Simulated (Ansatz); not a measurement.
**A self-consistent single point of Cu2As2PbO10 (C2/m, 15 atoms in the cell) with Ansatz (a program for electronic structure)**

Method: r2SCAN, default PAW files made with PBE (plane waves; Ansatz).

Input as run:

Ansatz 0.2 input:
```yaml
crystal:
  lattice:
    - [4.665275, -3.059685, 0.000000]
    - [4.665275, 3.059685, 0.000000]
    - [-3.968229, 0.000000, 7.135566]
  atoms:
    - { symbol: Cu, position_ang: [0.348523, 1.529842, 3.567783] }
    - { symbol: Cu, position_ang: [0.348523, -1.529842, 3.567783] }
    - { symbol: As, position_ang: [2.283448, -0.000000, 5.563601] }
    - { symbol: As, position_ang: [3.078873, 0.000000, 1.571965] }
    - { symbol: Pb, position_ang: [0.000000, 0.000000, 0.000000] }
    - { symbol: O, position_ang: [5.885641, -0.000000, 3.128375] }
    - { symbol: O, position_ang: [-0.523320, 0.000000, 4.007191] }
    - { symbol: O, position_ang: [-1.268281, -0.000000, 7.065495] }
    - { symbol: O, position_ang: [6.630602, -0.000000, 0.070071] }
    - { symbol: O, position_ang: [3.746355, -0.000000, 4.645396] }
    - { symbol: O, position_ang: [1.615966, -0.000000, 2.490170] }
    - { symbol: O, position_ang: [1.339039, 1.435971, 5.206680] }
    - { symbol: O, position_ang: [4.023282, -1.435971, 1.928886] }
    - { symbol: O, position_ang: [4.023282, 1.435971, 1.928886] }
    - { symbol: O, position_ang: [1.339039, -1.435971, 5.206680] }
basis:
  ecutwfc: 36.7 Ry
kpoints:
  mp_grid: { grid: [5, 5, 3] }
hamiltonian:
  xc: r2scan
  pseudopotentials: { kind: paw }
scf:
  occupations: { method: methfessel_paxton, width: 0.0073 Ry }
output:
  forces: true
  eigenvalues: true
  stress: true
```

Log, with long lists cut:

```
WARN basis.ecutwfc = 499.3289376138798 eV is below the records' recommended cutoff, and the density's cutoff is lower with it unless basis.ecutrho_ratio is …
WARN ansatz: RAYON_NUM_THREADS=1 ignored (pool sized by the plan → 1); use --threads N
Pseudopotentials: kind: paw
Pseudopotential: Cu, paw, valence charge 19
Pseudopotential: As, paw, valence charge 15
Pseudopotential: Pb, paw, valence charge 14
Pseudopotential: O, paw, valence charge 6
Crystal: 15 atoms, lattice volume = 203.710 Å³
Basis set: ecut = 499.3289376138798 eV, 5169 PW (Γ), exchange–correlation on 180×180×240 points (64 copies of the dense FFT grid, shifted against one another)
Bands: 86, of which v1, the nominal top of the filled ones, is band 71 counted from 1 (70 counted from 0)
Symmetry: 4 space group operations
Space group: C2/m (ITA 12), of the structure as read, at distance tolerance 5.9e-5 Å
k-points: 24 of 75
PAW frozen core: Cu, regenerated for the run's functional
PAW frozen core: As, regenerated for the run's functional
PAW frozen core: Pb, regenerated for the run's functional
PAW frozen core: O, regenerated for the run's functional
Initial density: superposition of atomic densities (neutral atoms: chi_scale 0, normalization atom), corrected by the library's trained network
Initial wavefunctions: pseudopotential atomic-orbital guess
Eigensolver: davidson
Functional: x = r2scan, c = r2scan; τ floored in thin density (d = 2e-4 eV/Å³)
SCF iter   1: F=—  HF=-40584.028107 eV  |F-HF|=—  |Δ(HF+E_count)|=         —  Δρ=2.14e-2  dr2=6.31e-1  dr2_τ=5.70e-1  ethr=1.77e-3  ⟨swp⟩=5.2  Hψ=7785  notcnv=0  defer=114
all-band conjugate gradients solve this SCF's bands
preconditioner: auto → LDOS
SCF iter   2: F=—  HF=-40584.135805 eV  |F-HF|=—  |Δ(HF+E_count)|=   1.08e-1  S|Δr|=    0.00e0  Δρ=1.07e-2  dr2=2.67e-1  dr2_τ=9.73e-3  ethr=4.44e-4  ⟨swp⟩=3.0  Hψ=4061  notcnv=0  defer=181
SCF iter   3: F=—  HF=-40584.129300 eV  |F-HF|=—  |Δ(HF+E_count)|=   6.51e-3  S|Δr|=    0.00e0  Δρ=9.30e-3  dr2=1.38e-1  dr2_τ=4.43e-3  ethr=1.88e-4  ⟨swp⟩=2.5  Hψ=3087  notcnv=0  defer=181
SCF iter   4: F=—  HF=-40584.121364 eV  |F-HF|=—  |Δ(HF+E_count)|=   7.94e-3  S|Δr|=    0.00e0  Δρ=2.78e-3  dr2=7.58e-3  dr2_τ=2.34e-3  ethr=9.72e-5  ⟨swp⟩=2.0  Hψ=2573  notcnv=0  defer=181
SCF iter   5: F=—  HF=-40584.122551 eV  |F-HF|=—  |Δ(HF+E_count)|=   1.19e-3  S|Δr|=    0.00e0  Δρ=2.26e-3  dr2=8.90e-3  dr2_τ=2.91e-4  ethr=5.34e-6  ⟨swp⟩=2.0  Hψ=3659  notcnv=0  defer=181
SCF iter   6: F=—  HF=-40584.122289 eV  |F-HF|=—  |Δ(HF+E_count)|=   2.62e-4  S|Δr|=    0.00e0  Δρ=1.22e-3  dr2=2.51e-3  dr2_τ=5.54e-5  ethr=5.34e-6  ⟨swp⟩=1.0  Hψ=1989  notcnv=0  defer=181
SCF iter   7: F=—  HF=-40584.122186 eV  |F-HF|=—  |Δ(HF+E_count)|=   1.04e-4  S|Δr|=    0.00e0  Δρ=8.09e-4  dr2=1.09e-3  dr2_τ=2.28e-5  ethr=1.77e-6  ⟨swp⟩=1.0  Hψ=1883  notcnv=0  defer=181
SCF iter   8: F=—  HF=-40584.122084 eV  |F-HF|=—  |Δ(HF+E_count)|=   1.01e-4  S|Δr|=    0.00e0  Δρ=4.58e-4  dr2=3.56e-4  dr2_τ=5.75e-6  ethr=7.68e-7  ⟨swp⟩=1.0  Hψ=1883  notcnv=0  defer=181
SCF iter   9: F=—  HF=-40584.122065 eV  |F-HF|=—  |Δ(HF+E_count)|=   1.93e-5  S|Δr|=    0.00e0  Δρ=3.24e-4  dr2=1.73e-4  dr2_τ=2.21e-6  ethr=2.51e-7  ⟨swp⟩=1.4  Hψ=2264  notcnv=0  defer=181
SCF iter  10: F=—  HF=-40584.122051 eV  |F-HF|=—  |Δ(HF+E_count)|=   1.41e-5  S|Δr|=    0.00e0  Δρ=2.19e-4  dr2=8.11e-5  dr2_τ=1.29e-6  ethr=1.22e-7  ⟨swp⟩=1.0  Hψ=1883  notcnv=0  defer=181
SCF iter  11: F=—  HF=-40584.122224 eV  |F-HF|=—  |Δ(HF+E_count)|=   1.74e-4  S|Δr|=    0.00e0  Δρ=6.91e-5  dr2=1.01e-5  dr2_τ=2.19e-7  ethr=5.71e-8  ⟨swp⟩=1.0  Hψ=2023  notcnv=0  defer=181
SCF iter  12: F=—  HF=-40584.122224 eV  |F-HF|=—  |Δ(HF+E_count)|=   3.11e-7  S|Δr|=    0.00e0  Δρ=4.39e-5  dr2=3.43e-6  dr2_τ=4.73e-8  ethr=7.13e-9  ⟨swp⟩=1.0  Hψ=1903  notcnv=0  defer=181
SCF iter  13: F=—  HF=-40584.122224 eV  |F-HF|=—  |Δ(HF+E_count)|=   2.73e-7  S|Δr|=    0.00e0  Δρ=2.04e-5  dr2=7.75e-7  dr2_τ=2.39e-8  ethr=2.41e-9  ⟨swp⟩=2.0  Hψ=2608  notcnv=0  defer=181
SCF iter  14: F=-40584.122224 eV  HF=-40584.122224 eV  |F-HF|=6.94e-8  |Δ(HF+E_count)|=   2.06e-8  S|Δr|=    0.00e0  Δρ=5.80e-6  dr2=7.78e-8  dr2_τ=3.81e-9  ethr=7.04e-11  ⟨swp⟩=9.5  Hψ=9418  notcnv=0
SCF 1 converged in 14 iterations: F = -40584.122224 eV  dr2 = 7.78e-8
SCF converged after 14 iterations
Stability not checked (fill_not_monotonic)
Free energy (F): -40584.122224 eV
Harris-Foulkes:  -40584.122224 eV  (|F-HF|=6.94e-8)
Internal energy: -40584.111645 eV  (E = F + TS)
E sigma→0 (E₀):  -40584.119579 eV
Entropy (-TS):   -0.010579 eV (-0.705 meV/atom)
Fermi energy:    5.092104 eV
--- Per-component energies (eV) ---
  E_band       = -2116.460357
  E_kinetic    = 2815.761183
  E_local      = -22035.652042  (includes V_loc(G=0)·N_el)
  E_nonlocal   = 259.982843
  E_hartree    = 9773.042591
  E_xc         = -1245.200672
  E_vxc        = -1605.033129  (∫ρ·V_xc dr)
  E_paw        = -19058.697306  (= ΣΔE_a)
  E_vpaw       = -1204.594884  (= ΣTr[D̂ρ^β])
  E_aug_tail   = 0.010051  (compensation charges beyond the density's cutoff)
  E_vtau       = 107.008625  (kinetic-family band-sum trace: ∫τ·v_τ [+ j·A + Jᵃ·Aᵃ] dr)
  E_ewald      = -11090.487355
  E_core_change = -2.870938  (= ΣΔE_core)
  E_smearing   = -0.010579  (= −TS)
  E_closure    = -0.000000  (closes the sum)
  Σ components = -40584.122224   (vs F -40584.122224, Δ=0.00e0)
--- Forces (eV/Å), atoms counted from 1 ---
  atom   1  Cu     0.00000000     0.00000000     0.00000000
  atom   2  Cu     0.00000000    -0.00000000     0.00000000
  atom   3  As     0.12959081    -0.00000000     0.02214408
  atom   4  As    -0.12959081     0.00000000    -0.02214408
  atom   5  Pb     0.00000000     0.00000000     0.00000000
  atom   6  O     -0.33068651    -0.00000000     0.16544838
  atom   7  O      0.33068651     0.00000000    -0.16544838
  atom   8  O      0.07984739    -0.00000000     0.97719937
  atom   9  O     -0.07984739     0.00000000    -0.97719937
  atom  10  O     -0.67038746    -0.00000000     0.32557076
  atom  11  O      0.67038746     0.00000000    -0.32557076
  atom  12  O      0.28831154    -0.68077706    -0.07679824
  atom  13  O     -0.28831154     0.68077706     0.07679824
  atom  14  O     -0.28831154    -0.68077706     0.07679824
  atom  15  O      0.28831154     0.68077706    -0.07679824
  max |Σ_I F_I| component: 1.11e-16 eV/Å
--- Stress (GPa, compression-positive) ---
       -6.785702       0.000000      -0.063041
        0.000000      -7.331098       0.000000
       -0.063040       0.000000      -6.873652
  P = ⅓ Tr σ = -6.9968 GPa (-69.968 kbar)
  The stress holds the Pulay correction. Without it, at fixed plane waves, as pw.x and ABINIT print it: P = -7.0813 GPa
--- Band table (eV; the first three rows and the last of 24) ---
  k-point 0: bands = ["-111.9921", "-111.9918", "-68.2311", "-68.2247", "-67.8784", "-67.8779", "-67.1662", "-67.1648", "-31.5438", "-31.5434", "-31.5427", "-31.5426", "-31.5269", "-31.5267", "-31.4375", "-31.4374", "-31.4267", "-31.4266", [...]
  k-point 1: bands = ["-111.9921", "-111.9918", "-68.2311", "-68.2247", "-67.8784", "-67.8779", "-67.1662", "-67.1648", "-31.5438", "-31.5434", "-31.5427", "-31.5426", "-31.5270", "-31.5266", "-31.4375", "-31.4374", "-31.4267", "-31.4266", [...]
  k-point 2: bands = ["-111.9920", "-111.9918", "-68.2305", "-68.2253", "-67.8783", "-67.8780", "-67.1661", "-67.1649", "-31.5438", "-31.5434", "-31.5427", "-31.5426", "-31.5270", "-31.5267", "-31.4375", "-31.4374", "-31.4267", "-31.4266", [...]
  k-point 23: bands = ["-111.9920", "-111.9918", "-68.2305", "-68.2253", "-67.8783", "-67.8780", "-67.1661", "-67.1649", "-31.5438", "-31.5434", "-31.5427", "-31.5426", "-31.5270", "-31.5267", "-31.4375", "-31.4374", "-31.4267", "-31.4266", [...]
```

The run converged in 14 iterations.

The starting cell comes from a database of computed structures (which also holds hypothetical and non-ambient phases and stackings), without a prior relaxation at this level. Spin-orbit coupling is off. Spin polarisation is off, so a magnetic state, if there is one, cannot be reached. With a pressure of about -7 GPa the cell is away from its equilibrium volume at this level. Ansatz's pressure includes its estimate of the finite-basis (Pulay) stress. The cutoff lies below the one recommended for these files. The run gives no clean gap (levels at the Fermi energy touch, overlap or are partly filled at this smearing), which alone does not show that the compound is a metal.

Cost on one core of a shared machine: roughly 50 s.
